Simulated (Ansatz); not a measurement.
The starting structures come from a database of crystals and need not be the phases stable at ambient conditions.

Data:

```
CELL_PARAMETERS angstrom
      5.37903     0.00000     0.00000
     -2.68952     4.65838     0.00000
      2.68951     1.55279     4.76490
ATOMIC_POSITIONS crystal
  Zn 0.26908 0.63454 0.09638
  Zn 0.73092 0.36546 0.90362
  Sn 0.70009 0.85004 0.44987
  Sn 0.29991 0.14996 0.55013
  O  0.50426 0.55425 0.25559
  O  0.49574 0.44575 0.74441
  O  0.19016 0.95001 0.25559
  O  0.80984 0.04999 0.74441
  O  0.79440 0.24015 0.25559
  O  0.20560 0.75985 0.74441
```

Space group of this cell: R-3. The cell is taken as given; by PBEsol its mean pressure is -6.9 GPa.

The current runs along the normal of the first two printed vectors, the (001) plane. All runs by Ansatz (a quantum-chemistry and plane-wave program), plane waves and PAW, without spin-orbit coupling; the base is PBEsol.

```csv
run,mean pressure (GPa),gap (eV),mid-gap κ (1/Å)
base,-6.9,1.20,0.129
all lengths scaled by 0.98,3.7,?,?
all lengths scaled by 1.02,-14.7,0.82,0.097
lda in place of pbesol,-12.2,?,?
"lengths across the current scaled by 0.98, ions clamped",0.3,?,?
"lengths across the current scaled by 1.02, ions clamped",-12.7,0.90,0.103
"lengths along the current scaled by 0.97, ions clamped",-2.6,1.35,0.139
"lengths along the current scaled by 1.03, ions clamped",-10.5,1.04,0.118
```

### Question
Some entries are withheld; supply them.

### Answer

- all lengths scaled by 0.98, gap (eV): 1.63
- all lengths scaled by 0.98, mid-gap κ (1/Å): 0.162
- lda in place of pbesol, gap (eV): 1.18
- lda in place of pbesol, mid-gap κ (1/Å): 0.128
- lengths across the current scaled by 0.98, ions clamped, gap (eV): 1.51
- lengths across the current scaled by 0.98, ions clamped, mid-gap κ (1/Å): 0.154
